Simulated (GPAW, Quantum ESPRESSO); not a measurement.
A GPAW input for a self-consistent single point of HfAu (P1, 4 atoms in the cell) (DFT PBEsol, plane waves, GPAW PAW datasets PBEsol (made by gpaw-setup)):

```python
from ase import Atoms
from ase.units import GPa
from gpaw import GPAW, PW

atoms = Atoms(['Hf', 'Hf', 'Au', 'Au'],
              cell=[[3.483860, 0.000000, 0.000000],
                    [0.000000, 3.483860, 0.000000],
                    [0.000000, 0.000000, 6.320520]],
              positions=[[-0.018520, 1.733597, 5.376765],
                         [1.719710, -0.032560, 0.906735],
                         [0.007720, 1.713610, 2.363716],
                         [1.774950, 0.069217, 3.993829]],
              pbc=True)

calc = GPAW(mode=PW(600),
            xc='PBEsol',
            kpts={'size': (8, 8, 4), 'gamma': True},
            occupations={'name': 'methfessel-paxton', 'width': 0.1, 'order': 0},
            nbands=-12,
            convergence={'forces': 0.001},
            symmetry={'symmorphic': False, 'tolerance': 0.0005},
            maxiter=120)

atoms.calc = calc

energy = atoms.get_potential_energy()
print('Energy (eV):', round(energy, 6))
forces = atoms.get_forces()
print('Forces (eV/Ang):')
print(forces.round(5))
stress = atoms.get_stress()
print('Stress (GPa, Voigt):', (stress / GPa).round(4))
```

### Question
Write the same calculation as an input for Quantum ESPRESSO.

### Answer
This is the input that was run; spellings and numerical settings could be chosen otherwise.

```fortran
&control
    calculation = 'scf',
    prefix = 'hfau',
    outdir = './work',
    pseudo_dir = './',
    verbosity = 'high',
    tprnfor = .true.,
    tstress = .true.,
/
&system
    ibrav = 0,
    nat = 4,
    ntyp = 2,
    ecutwfc = 40,
    ecutrho = 320,
    occupations = 'smearing',
    smearing = 'gauss',
    degauss = 0.0073499,
/
&electrons
    conv_thr = 1.0e-11,
/
ATOMIC_SPECIES
Hf   178.4900  hf_pbesol_v1.uspp.F.UPF
Au   196.9666  au_pbesol_v1.uspp.F.UPF
ATOMIC_POSITIONS crystal
Hf   -0.005316000    0.497608000    0.850684000
Hf    0.493622000   -0.009346000    0.143459000
Au    0.002216000    0.491871000    0.373975000
Au    0.509478000    0.019868000    0.631883000
K_POINTS automatic
8 8 4  0 0 0
CELL_PARAMETERS angstrom
   3.483860000     0.000000000     0.000000000
   0.000000000     3.483860000     0.000000000
   0.000000000     0.000000000     6.320520000
```

Basis settings and potentials, where a program has them, do not carry over. This input uses DFT, PBEsol, plane waves, GBRV 1.5 ultrasoft (PBESOL) pseudopotentials.

The starting cell comes from a database of computed structures (which also holds hypothetical and non-ambient phases and stackings), without a prior relaxation at this level. For this run, on top of that: atoms moved at random.
